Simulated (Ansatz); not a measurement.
The starting structures come from a database of crystals and need not be the phases stable at ambient conditions.

 Where the default PAW files enter, the runs use the earlier of Ansatz's two default sets.

Tunnelling through a barrier is set by its complex band structure: the current falls as exp(−2κd) with the smallest κ.

```xyz
6
Lattice="3.8997 0.0000 0.0000 1.6781 3.5202 0.0000 1.8588 1.1731 7.0494" Properties=species:S:1:pos:R:3 pbc="T T T"
Ca     4.9060     1.4941     5.2870
Ca     2.5305     3.1991     1.7623
C      4.7439     3.6856     3.9485
C      2.6926     1.0077     3.1009
C      2.9977     2.5835     6.6256
C      4.4388     2.1097     0.4238
```

Space group of this cell: C2/c. The cell is taken as given.

Transport runs along the normal of the first two printed cell vectors.

The gap is the functional's own, uncorrected, and κ follows it; spin-orbit coupling is left out. Mid-gap values are interpolated between the computed energies.

**Question.** State the band gap and the smallest decay constant κ at mid-gap according to r2SCAN (Ansatz, a program for electronic structure).

**Answer.** Gap 2.36 eV on a 10×10×4 mesh; κ = 0.351 1/Å, at (0.500, 0.500) of the in-plane reciprocal vectors. At the zone centre, at the nearest computed energy, the slowest state has κ = 0.47 1/Å.
